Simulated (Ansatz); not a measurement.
The parent structure is Ba in the bcc (W type) structure (space group Im-3m, No. 229; relaxed with 0.1 eV smearing).

Space group Im-3m (No. 229); a = 4.882 Å, b = 4.882 Å, c = 4.882 Å, α = 90.00°, β = 90.00°, γ = 90.00°

```csv
atom,site,symmetry,x,y,z
Ba,2a,m-3m,0.0000,0.0000,0.0000
```
(The calculation used a cell of 1 atom; values per cell refer to that cell.)

Method: DFT with PBEsol, PAW potentials and a 420 eV plane-wave cutoff in Ansatz (a first-principles code), spin-orbit coupling left out.

For the base:

```
Quantity   Result
--------  -------
Pressure  0.0 GPa
Band gap     zero
```

Perturbation: every lattice vector is stretched by 1.00 %, atoms relaxed at fixed cell.

Question: Predict the new energy relative to the base, pressure and band gap.

Answer: The energy goes up by 1.4 meV/atom; the pressure goes from zero to -0.3 GPa; the band gap stays zero.

The cells carry an imposed strain or load. No phonon test of stability was made.
